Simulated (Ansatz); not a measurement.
System: W3Ru (model structure, started from the A15 type, Pm-3n, No. 223, 8 atoms in the cell). Method: LDA in Ansatz (PAW).

Settings: plane-wave cutoff 520 eV, 12×12×12 k mesh, Fermi–Dirac smearing 0.05 eV, no spin polarisation, scalar-relativistic PAW data made under PBE.

Cell (relaxed at this level):

```yaml
crystal:
  lattice:
    - [4.93065, 0.00000, 0.00000]
    - [0.00000, 4.93065, 0.00000]
    - [0.00000, 0.00000, 4.93065]
  atoms:
    - { symbol: W, position: [0.25000, 0.00000, 0.50000] }
    - { symbol: W, position: [0.75000, 0.00000, 0.50000] }
    - { symbol: W, position: [0.00000, 0.50000, 0.25000] }
    - { symbol: W, position: [0.00000, 0.50000, 0.75000] }
    - { symbol: W, position: [0.50000, 0.25000, 0.00000] }
    - { symbol: W, position: [0.50000, 0.75000, 0.00000] }
    - { symbol: Ru, position: [0.00000, 0.00000, 0.00000] }
    - { symbol: Ru, position: [0.50000, 0.50000, 0.50000] }
```

Predict the bulk modulus B0.


- bulk modulus B0 = 337 GPa

Note: the run has no spin polarisation, so it can have missed a magnetic state; the bulk modulus is −V dP/dV from two relaxed cells at ±2 % in volume; the relaxation could raise the start's symmetry but not lower it, so the cell can be a saddle point.

Spin–orbit coupling is not included.

Static lattice: no zero-point or thermal effects.

Computing time: around 6 core-minutes (rough).

A model structure was made by putting elements into a prototype or built by hand; it is no filed structure, need not be a known phase, and can be a saddle point held by its symmetry.

Ansatz is an electronic-structure program.
